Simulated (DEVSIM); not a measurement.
System: Ni/SiON/n-GaAs capacitor, at 300 K.

Layer 1 from the left is SiON, thickness (nm) 14.0. Layer 2 from the left is GaAs, thickness (nm) 17000, Nd (cm⁻³) 1.4e15.

Metal gate on the left, work function 5.1 eV. Fixed charge at the semiconductor interface 2e10 cm⁻² (in units of +e); no interface traps.

The device is made up for the run: typed textbook-type constants, with dimensions and the other settings drawn at random. Values at 300 K.

SiON: gap (eV) 7, affinity (eV) 1.4, permittivity 5.5. GaAs: gap (eV) 1.424, affinity (eV) 4.07, permittivity 12.9, Nc (cm⁻³) 4.7e17, Nv (cm⁻³) 9e18.

DEVSIM, 1D Poisson equation in equilibrium, Boltzmann statistics, complete ionisation; no quantum confinement or tunnelling. Metal contacts follow the ideal Schottky-Mott rule: no Fermi-level pinning, no interface dipoles.

What does the simulation give for the minimum of the low-frequency capacitance, the threshold voltage (band bending 2φF), the flat-band voltage?

minimum of the low-frequency capacitance 0.0117 μF/cm²; threshold voltage (band bending 2φF) -0.24 V; flat-band voltage 0.87 V.
